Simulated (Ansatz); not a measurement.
Total g(r) from a molecular-dynamics run [in the run: mean pressure -0.5 GPa against a target of 0; one k-point, which a denser mesh shifts by 0.1 GPa in pressure and 0.11 eV/Å in forces]. Calculation: PBE (plane waves, PAW; Ansatz, a first-principles code).

```
r (Å) | g(r)
     1.02 |  0.00
     1.14 |  0.00
     1.26 |  0.00
     1.38 |  0.00
     1.50 |  0.00
     1.62 |  0.00
     1.74 |  0.00
     1.86 |  0.00
     1.98 |  0.00
     2.10 | ## 0.11
     2.22 | ############ 0.86
     2.34 | ######################### 1.83
     2.46 | ############################## 2.19
     2.58 | ######################### 1.85
     2.70 | #################### 1.48
     2.82 | ############### 1.09
     2.94 | ############# 0.93
     3.06 | ############ 0.86
     3.18 | ############ 0.89
     3.30 | ############ 0.89
     3.42 | ############ 0.89
     3.54 | ############# 0.98
     3.66 | ############## 1.03
     3.78 | ############### 1.06
     3.90 | ############## 1.05
     4.02 | ############## 1.03
     4.14 | ############## 1.01
     4.26 | ############# 0.96
     4.38 | ############# 0.98
     4.50 | ############# 0.95
     4.62 | ############# 0.93
     4.74 | ############# 0.92
     4.86 | ############# 0.95
     4.98 | ############# 0.97
     5.10 | ############## 1.00
     5.22 | ############## 0.99
```

Task: Which system gave this curve?
(A) Si15P, liquid, 1498 K (no melting point cited, so perhaps supercooled)
(B) SiO2 (α-quartz start), crystal, 314 K
(C) Al (fcc), crystal, 295 K, 6.9 GPa
(D) GaN (wurtzite), crystal, 973 K

Result: A, Si15P, liquid, 1498 K (no melting point cited, so perhaps supercooled)
